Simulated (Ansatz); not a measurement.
**Fluorite HfO₂ (high-temperature phase): Voigt–Reuss–Hill shear modulus by level of theory**

No measured value is used here.

```tsv
level (code)	value (GPa)	cell (Å³/atom)
LDA (Ansatz)	123	10.42
BLYP (Ansatz)	?	11.33
PBE (Ansatz)	?	11.04
PBE-D3(BJ) (Ansatz)	114	10.88
r²SCAN+rVV10 (Ansatz)	124	10.71
HSE06 (Ansatz)	127	10.77
```

### Question
Some entries are withheld; supply them.

### Answer

- BLYP (Ansatz, a first-principles code), value (GPa): 106
- PBE (Ansatz), value (GPa): 110

Density-functional levels without +SOC have no spin–orbit coupling. LDA, BLYP, PBE, PBE-D3(BJ), r²SCAN+rVV10, HSE06: symmetry holds this phase in the static calculation, where it need not be a minimum. PBE-D3(BJ): the dispersion coefficients are held fixed in the derivatives. Each level is taken at its own relaxed cell. Cutoffs differ between the levels. Ansatz's density-functional and Hartree–Fock values are scalar-relativistic unless marked +SOC, with PAW data made under PBE.
